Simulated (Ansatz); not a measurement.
Results of PBE (plane waves, PAW; Ansatz, a quantum-chemistry and plane-wave program) for white tin (β-Sn).

Run with plane-wave cutoff 520 eV, 20×20×20 k mesh, Fermi–Dirac smearing 0.05 eV, scalar-relativistic PAW data made under PBE.

Computed points:

```
V (Å³/atom)  E − E_lowest (meV/atom)  P (GPa)
-----------  -----------------------  -------
27.271                          7.31    2.145
27.839                          1.75    1.009
28.407                          0.00    0.000
28.976                          1.62   -0.898
29.544                          6.25   -1.697
```

Estimate the bulk modulus from the pressures at 27.839 and 28.976 Å³/atom, and compare it with a fit to all energies.

B = −V dP/dV. Between V = 27.839 and 28.976 Å³/atom, dP/dV = (-0.898 − (1.009))/(28.976 − 27.839) = -1.68 GPa per Å³/atom; at the midpoint 28.407 Å³/atom this gives B ≈ 47.6 GPa. The third-order Birch–Murnaghan fit gives V0 = 28.407 Å³/atom, B0 = 47.6 GPa, B′ = 4.9, which lies within 1 % of that estimate.

Shape and atoms are relaxed at each volume.

Measured, for comparison: bulk modulus 57.0 GPa (temperature not stated, not corrected to a static lattice; as tabulated in Chen et al. (2023), arXiv:2209.05059). Computed less measured: bulk modulus -16 %.

Spin–orbit coupling is not included.
